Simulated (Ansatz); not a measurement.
The reference is Sr in the fcc (Cu type) structure (space group Fm-3m, No. 225; a = 5.923 Å). Axes: x, y, z lie along the cube axes.

Computed with plane-wave PAW DFT at the PBEsol level (Ansatz, a program for electronic structure, 420 eV), no SOC.

For the base:

The band gap comes out as zero and the shortest interatomic distance is 4.188 Å. The pressure is 0.0 GPa.

It is then changed as follows: a pure shear with ε_xy = ε_yx = 0.0029, atoms relaxed at fixed cell.

Predict the new energy relative to the base.

The energy is nearly the same.

What happens to the band gap?

The band gap is still zero.

How does this affect the shortest interatomic distance?

The shortest interatomic distance decreases by 0.012 Å (4.188 Å → 4.176 Å).

What does the calculation give for the pressure after the change?

The pressure (mean of the normal stresses, compression positive) stays 0.0 GPa.

The cells carry an imposed strain or load. No phonon test of stability was made.
